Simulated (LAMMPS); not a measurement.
Simulation of CdTe (zinc blende), a cell 112 Å long along the (110) normal (2304 atoms) with 66 % of it melted and the whole then held at 1080 K and zero normal pressure.

Method: classical MD, pair style sw, file CdTe.sw (LAMMPS).

```json
{
  "interface speed (growth positive)": "6.4 ± 0.2 m/s",
  "direction": "the crystal grows",
  "cost": "roughly 17 core-minutes"
}
```

Potential: file CdTe.sw of the LAMMPS distribution; its header cites Wang, Stroud and Markworth, Phys Rev B, 40, 3129 (1989).

Caution: the real compound melts congruently only under the pressure of its own vapour and loses its more volatile element when open.

The ± values are statistical; the model's systematic error is not in them.

```tsv
t (ps)	crystalline share
0.000	0.335
15.00	0.348
30.00	0.358
45.00	0.384
60.00	0.391
75.00	0.417
90.00	0.419
105.0	0.438
120.0	0.478
135.0	0.465
150.0	0.476
165.0	0.503
180.0	0.524
195.0	0.552
210.0	0.565
225.0	0.572
240.0	0.598
255.0	0.607
270.0	0.623
285.0	0.635
300.0	0.648
315.0	0.693
330.0	0.735
345.0	0.737
360.0	0.740
375.0	0.769
390.0	0.764
405.0	0.795
420.0	0.801
435.0	0.816
450.0	0.820
465.0	0.861
480.0	0.873
495.0	0.889
```
